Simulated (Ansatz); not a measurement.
Reference: AgBr (Fm-3m), PBEsol with spin-orbit coupling, rigid bands (plane waves, PAW; Ansatz, a program for electronic structure); geometry: cell and atoms relaxed with PBEsol.

```
AgBr
1.0
    0.00000     2.83705     2.83705
    2.83705     0.00000     2.83705
    2.83705     2.83705     0.00000
Ag Br
1 1
Cartesian
  0.00000   0.00000   0.00000
  2.83705   2.83705   2.83705
```

- band gap: 0.42 eV
- electron conductivity mass: 0.187 mₑ
- hole conductivity mass: 0.64 mₑ
- Seebeck coefficient, n-type 1e19 cm⁻³: -109 μV/K

Question: Swap Ag for Rb, keeping the structure type. How do these values move?

Answer: RbBr (Fm-3m): volume per atom 22.8 to 40.1 Å³; band gap rises (0.42 eV to 4.06 eV); electron conductivity mass rises (0.187 mₑ to 0.37 mₑ); hole conductivity mass rises (0.64 mₑ to 2.6 mₑ); Seebeck coefficient, n-type 1e19 cm⁻³ rises in size (-109 μV/K to -178 μV/K).

Question: Swap Ag for K, keeping the structure type. How do these values move?

Answer: KBr (Fm-3m): volume per atom 22.8 to 35.1 Å³; band gap rises (0.42 eV to 4.18 eV); electron conductivity mass rises (0.187 mₑ to 0.38 mₑ); hole conductivity mass rises (0.64 mₑ to 2.5 mₑ); Seebeck coefficient, n-type 1e19 cm⁻³ rises in size (-109 μV/K to -180 μV/K).

Moves up to 5 % count as about the same. Masses are for dilute carriers at 300 K, harmonic means over directions unless an axis is named. Seebeck coefficients are for the stated density at 300 K, with one relaxation time for all states and whether or not that doping can be reached.

Formula and space group known from diffraction (Crystallography Open Database), not checked to be the room-temperature form: RbBr (Fm-3m).
